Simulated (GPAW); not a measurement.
**Input and output of a self-consistent single point for BaAlGeH (P3m1, 4 atoms in the cell) (GPAW)**

Method of the run: LDA (Perdew-Wang 92), GPAW PAW datasets LDA (gpaw-data 1.0.1) (plane waves; GPAW).

Input:

```python
from ase import Atoms
from ase.units import GPa
from gpaw import GPAW, PW, FermiDirac

atoms = Atoms(['Ba', 'Al', 'Ge', 'H'],
              cell=[[4.400726, 0.000000, 0.000000],
                    [-2.200363, 3.811140, 0.000000],
                    [0.000000, 0.000000, 5.272100]],
              positions=[[-0.000002, 2.540761, 0.522043],
                         [0.000000, 0.000000, 3.381261],
                         [2.200365, 1.270379, 2.914101],
                         [0.000000, 0.000000, 5.129173]],
              pbc=True)

calc = GPAW(mode=PW(800),
            xc='LDA',
            kpts=(5, 5, 3),
            occupations=FermiDirac(0.01),
            nbands=-4,
            convergence={'forces': 0.001, 'bands': -2},
            symmetry={'symmorphic': False, 'tolerance': 0.0005},
            maxiter=120)

atoms.calc = calc

energy = atoms.get_potential_energy()
print('Energy (eV):', round(energy, 6))
forces = atoms.get_forces()
print('Forces (eV/Ang):')
print(forces.round(5))
stress = atoms.get_stress()
print('Stress (GPa, Voigt):', (stress / GPa).round(4))
```

The program printed (abridged):

```
Input parameters:
  convergence: {bands: -2,
                forces: 0.001}
  kpts: [5 5 3]
  maxiter: 120
  mode: {ecut: 800.0,
         name: pw}
  nbands: -4
  occupations: {fixmagmom: False,
                name: fermi-dirac,
                width: 0.01}
  symmetry: {symmorphic: False,
             tolerance: 0.0005}

species:
  Ba:
    name: Barium
    Z: 56.0
    valence: 10
    core: 46
    charge: 0.0
    file: Ba.LDA.gz

    # Using partial waves for Ba as LCAO basis

  Al:
    name: Aluminium
    Z: 13.0
    valence: 3
    core: 10
    charge: 0.0
    file: Al.LDA.gz

    # Using partial waves for Al as LCAO basis

  Ge:
    name: Germanium
    Z: 32.0
    valence: 4
    core: 28
    charge: 0.0
    file: Ge.LDA.gz

    # Using partial waves for Ge as LCAO basis

  H:
    name: Hydrogen
    Z: 1.0
    valence: 1
    core: 0
    charge: 0.0
    file: H.LDA.gz

    # Using partial waves for H as LCAO basis

Reference energy: -284716.141532  # eV

Spin-paired calculation

Convergence criteria:
 Maximum [total energy] change in last 3 cyles: 0.0005 eV / valence electron
 Maximum integral of absolute [dens]ity change: 0.0001 electrons / valence electron
 Maximum integral of absolute [eigenst]ate change: 4e-08 eV^2 / valence electron
 Maximum change in the atomic [forces] across last 2 cycles: 0.001 eV/Ang OR
Maximum error relative to the maximum force is below inf
 Maximum number of scf [iter]ations: 120

Symmetries present (total): 6
Symmetries with fractional translations: 0
75 k-points: 5 x 5 x 3 Monkhorst-Pack grid
12 k-points in the irreducible part of the Brillouin zone
       k-points in crystal coordinates                weights
   0:     0.00000000    0.00000000    0.00000000          1/75
   1:     0.00000000    0.00000000    0.33333333          2/75
   2:     0.20000000    0.00000000   -0.33333333          6/75
   [... 7 lines left out ...]
          ...
  11:     0.40000000    0.40000000    0.33333333         12/75

Wave functions: Plane wave expansion
  Cutoff energy: 800.000 eV
  Number of coefficients (min, max): 4532, 4557
  Pulay-stress correction: 0.000000 eV/Ang^3 (de/decut=0.000000)

Occupation numbers: Fermi-Dirac:
  width: 0.0100  # eV

Eigensolver

Densities:
  Coarse grid: 30*30*35 grid
  Fine grid: 60*60*70 grid
  Total Charge: 0.000000

Density mixing:
  Method: separate
  Backend: pulay
  Linear mixing parameter: 0.05
  old densities: 5
  Damping of long wavelength oscillations: 50

Hamiltonian:
  XC and Coulomb potentials evaluated on a 60*60*70 grid
  External potential:
    NoExternalPotential

Number of atoms: 4
Number of atomic orbitals: 14
Number of bands in calculation: 13
Number of valence electrons: 18
Bands to converge: 11

Density initialized from atomic densities
  13 bands from LCAO basis set

Atomic positions and initial magnetic moments

Positions:
   0 Ba    -0.000002    2.540761    0.522043    ( 0.0000,  0.0000,  0.0000)
   1 Al     0.000000    0.000000    3.381261    ( 0.0000,  0.0000,  0.0000)
   2 Ge     2.200365    1.270379    2.914101    ( 0.0000,  0.0000,  0.0000)
   3 H      0.000000    0.000000    5.129173    ( 0.0000,  0.0000,  0.0000)

Unit cell:
           periodic     x           y           z      points  spacing
  1. axis:    yes    4.400726    0.000000    0.000000    30     0.1270
  2. axis:    yes   -2.200363    3.811140    0.000000    30     0.1270
  3. axis:    yes    0.000000    0.000000    5.272100    35     0.1506

  Lengths:   4.400726   4.400726   5.272100
  Angles:   90.000000  90.000000 120.000003

Effective grid spacing dv^(1/3) = 0.1411

     iter     time        total  log10-change:
                         energy   eigst   dens  force
iter:   1 --:--:--   -17.903711   +0.34
iter:   2 --:--:--   -17.842023   -0.43  -0.91
iter:   3 --:--:--   -17.328009   -0.67  -0.95
iter:   4 --:--:--   -17.331384   -1.16  -1.33
iter:   5 --:--:--   -17.301553   -1.86  -1.57
iter:   6 --:--:--   -17.296836   -2.33  -1.73
iter:   7 --:--:--   -17.302886c  -2.39  -2.09
iter:   8 --:--:--   -17.290372   -2.74  -1.94
iter:   9 --:--:--   -17.290412   -3.93  -2.94
iter:  10 --:--:--   -17.290392c  -4.19  -2.99
iter:  11 --:--:--   -17.290335c  -4.46  -3.05
iter:  12 --:--:--   -17.290331c  -4.90  -3.48
iter:  13 --:--:--   -17.290334c  -5.04  -3.59
iter:  14 --:--:--   -17.290329c  -5.29  -3.56
iter:  15 --:--:--   -17.290328c  -5.68  -3.74
iter:  16 --:--:--   -17.290328c  -5.91  -3.95
iter:  17 --:--:--   -17.290327c  -6.12  -4.01c
iter:  18 --:--:--   -17.290329c  -6.22  -4.12c
iter:  19 --:--:--   -17.290328c  -6.43  -3.93
iter:  20 --:--:--   -17.290328c  -6.78  -4.22c
iter:  21 --:--:--   -17.290328c  -6.91  -4.29c
iter:  22 --:--:--   -17.290328c  -7.15  -4.48c
iter:  23 --:--:--   -17.290328c  -7.29  -4.48c
iter:  24 --:--:--   -17.290327c  -7.58c -4.60c
iter:  25 --:--:--   -17.290327c  -7.71c -4.63c -3.33c

Converged after 25 iterations.

Dipole moment: (-2.134277, 1.232224, -10.333790) |e|*Ang

Energy contributions relative to reference atoms: (reference = -284716.141532)

Kinetic:        +16.182399
Potential:      -12.801734
External:        +0.000000
XC:             -20.616047
Entropy (-ST):   -0.000000
Local:           -0.054946
SIC:             +0.000000
--------------------------
Free energy:    -17.290327
Extrapolated:   -17.290327

Showing only first 2 kpts
 Kpt  Band  Eigenvalues  Occupancy
  0     7      5.27372    2.00000
  0     8      5.27374    2.00000
  0     9      6.64883    0.00000
  0    10      8.91465    0.00000

  1     7      5.53640    2.00000
  1     8      5.53641    2.00000
  1     9      6.79870    0.00000
  1    10      7.77193    0.00000

Fermi level: 5.90423

Gap: 1.073 eV
Transition (v -> c):
  (s=0, k=1, n=8, [0.00, 0.00, 0.33]) -> (s=0, k=8, n=9, [0.40, 0.00, 0.00])
Direct/indirect transitions are different
Direct gap: 1.262 eV
Transition at: (s=0, k=1, n=8, [0.00, 0.00, 0.33])
Energy (eV): -17.290327

Forces in eV/Ang:
  0 Ba   -0.00000    0.00000    0.05658
  1 Al    0.00000   -0.00000   -0.03312
  2 Ge    0.00000    0.00000    0.00073
  3 H     0.00000    0.00000   -0.02363

Stress tensor:
     0.025317     0.000000     0.000000
     0.000000     0.025317     0.000000
     0.000000     0.000000     0.023391
Stress (GPa, Voigt): [4.0563 4.0563 3.7477 0.     0.     0.    ]
```

The run converged in 25 iterations. GPAW prints stress with tension positive.

The starting cell comes from a database of computed structures (which also holds hypothetical and non-ambient phases and stackings), without a prior relaxation at this level. Its lattice was rescaled by a random factor within 2.5 % of one. With a pressure of about -4 GPa the cell is away from its equilibrium volume at this level. Another mesh or the band path of this cell gives a smaller gap, so this value is not converged in the mesh.
